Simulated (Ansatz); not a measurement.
Relaxation of the outer planes of the (111) surface of fcc Au in its 1x1 cell (the real clean face reconstructs), outermost plane spacing 2.40 Å in the ideal cut.

Level of theory: PBE (plane waves to 420 eV, PAW; Ansatz, an electronic-structure program).

Slab: 7 atoms, 14.4 Å thick at the start; k 15x15x1, smearing 0.1 eV, dipole-corrected; all atoms relaxed; held to the start's symmetry, so lower structures may exist; no spin, no spin-orbit, no U.

```csv
plane,atoms,bulk spacing to the next (Å),relaxed spacing (Å),change (%),rumpling (Å)
1,Au,2.400,(withheld),(withheld),0.00
2,Au,2.400,2.394,-0.2,0.00
```

Problem. What belongs in the gaps?

Solution. 
- 1, relaxed spacing (Å): 2.424
- 1, change (%): 1.0
